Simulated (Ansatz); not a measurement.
CdTe: response to strain

Take CdTe in the zinc blende structure (space group F-43m, No. 216; a = 6.5578 Å) as the base.

Strains are applied to the cell and any free atomic positions relax.

Level of theory: Ansatz (a program for electronic structure) r2SCAN, scalar-relativistic without spin-orbit coupling.

Notes on the quantities. energy relative to the base: free energy F; hole mass: degenerate bands, along [100].

| case | energy relative to the base | electron mass | width of the top valence band | hole mass |
|---|---|---|---|---|
| base | 0 meV/atom | 0.090 mₑ (at Γ) | 2.09 eV | 0.092, 0.55, 0.55 mₑ (at Γ) |
| isotropic strain +0.50 % | +1.0 meV/atom | 0.088 mₑ (at Γ) | 2.03 eV | 0.090, 0.56, 0.56 mₑ (at Γ) |
| isotropic strain +1.00 % | +3.9 meV/atom | 0.085 mₑ (at Γ) | 1.97 eV | 0.088, 0.57, 0.57 mₑ (at Γ) |
| isotropic strain +1.50 % | +8.5 meV/atom | 0.083 mₑ (at Γ) | 1.91 eV | 0.085, 0.59, 0.59 mₑ (at Γ) |
| isotropic strain +2.00 % | +15 meV/atom | 0.081 mₑ (at Γ) | 1.86 eV | 0.083, 0.60, 0.60 mₑ (at Γ) |
| isotropic strain +2.50 % | +23 meV/atom | 0.079 mₑ (at Γ) | 1.81 eV | 0.080, 0.62, 0.62 mₑ (at Γ) |
| isotropic strain +3.00 % | +32 meV/atom | 0.076 mₑ (at Γ) | 1.75 eV | 0.078, 0.63, 0.63 mₑ (at Γ) |

Spin-orbit coupling, missing from the scalar runs, can matter with Te. The levels and masses belong to the bands next to the band gap. Effective masses come from finite differences of ±0.01 Å⁻¹. Stability against distortions was not tested.
